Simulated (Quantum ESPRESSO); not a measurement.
Worked example: self-consistent single point of HfRh (Pm-3m, 2 atoms in the cell) in Quantum ESPRESSO.

Method of the run: PBEsol-D3(BJ), SSSP 1.1.2 efficiency (PBE) pseudopotentials (plane waves; Quantum ESPRESSO).

```
CELL_PARAMETERS angstrom
      3.22700     0.00000     0.00000
      0.00000     3.22700     0.00000
      0.00000     0.00000     3.22700
ATOMIC_POSITIONS crystal
  Rh 0.50000 0.50000 0.50000
  Hf 0.00000 0.00000 0.00000
```

Reference input (self-consistent single point, DFT, PBEsol, plane waves, SSSP 1.1.2 efficiency (PBE) pseudopotentials): ecutwfc = 60 Ry; occupations = smearing; smearing = cold; degauss = 0.0147 Ry; input_dft = pbesol; potentials = {Rh: Rh_ONCV_PBE-1.0.oncvpsp.upf, Hf: Hf-sp.oncvpsp.upf}; K_POINTS = automatic 7 7 7 0 0 0; conv_thr = 1e-10 Ry. This run's input differs from it in these lines:

```diff
@@ -18,2 +18,5 @@
     input_dft = 'pbesol',
+    vdw_corr = 'grimme-d3',
+    dftd3_version = 4,
+    dftd3_threebody = .false.,
 /
```

Output, abridged:

```
     Self-consistent Calculation

     iteration #  1     ecut=    60.00 Ry     beta= 0.70

---- Real-time Memory Report at c_bands before calling an iterative solver
            67 MiB given to the printing process from OS
            31 MiB allocation reported by mallinfo(arena+hblkhd)
------------------

     total energy              =    -329.30860991 Ry
     estimated scf accuracy    <       0.37371818 Ry

     iteration #  2     ecut=    60.00 Ry     beta= 0.70

---- Real-time Memory Report at c_bands before calling an iterative solver
            71 MiB given to the printing process from OS
   [... lines left out ...]

---- Real-time Memory Report at c_bands before calling an iterative solver
            75 MiB given to the printing process from OS
            39 MiB allocation reported by mallinfo(arena+hblkhd)
------------------

     total energy              =    -329.53816558 Ry
     estimated scf accuracy    <          1.3E-09 Ry

     iteration # 11     ecut=    60.00 Ry     beta= 0.70

---- Real-time Memory Report at c_bands before calling an iterative solver
            75 MiB given to the printing process from OS
            39 MiB allocation reported by mallinfo(arena+hblkhd)
------------------
     End of self-consistent calculation

     the Fermi energy is    19.6946 ev

!    total energy              =    -329.53816558 Ry
     estimated scf accuracy    <          2.8E-12 Ry
     smearing contrib. (-TS)   =      -0.00147098 Ry
     internal energy E=F+TS    =    -329.53669460 Ry

     DFT-D3 Dispersion         =      -0.08688003 Ry

     convergence has been achieved in  11 iterations

     Forces acting on atoms (cartesian axes, Ry/au):

     atom    1 type  1   force =     0.00000000    0.00000000    0.00000000
     atom    2 type  2   force =     0.00000000    0.00000000    0.00000000

     Total force =     0.000000     Total SCF correction =     0.000000

     DFT-D3 dispersion Force =     0.000000

          total   stress  (Ry/bohr**3)                   (kbar)     P=      -47.30
  -0.00032151   0.00000000   0.00000000          -47.30        0.00        0.00
   0.00000000  -0.00032151   0.00000000            0.00      -47.30        0.00
   0.00000000   0.00000000  -0.00032151            0.00        0.00      -47.30

   JOB DONE.
```

The run converged in 11 iterations. Against the reference run the pressure goes from 0.96 to -4.73 GPa.

The starting cell comes from a database of published, mostly measured structures (it also holds non-ambient and calculated ones), without a prior relaxation at this level. Spin polarisation is off. With a pressure of about -5 GPa the cell is away from its equilibrium volume at this level.
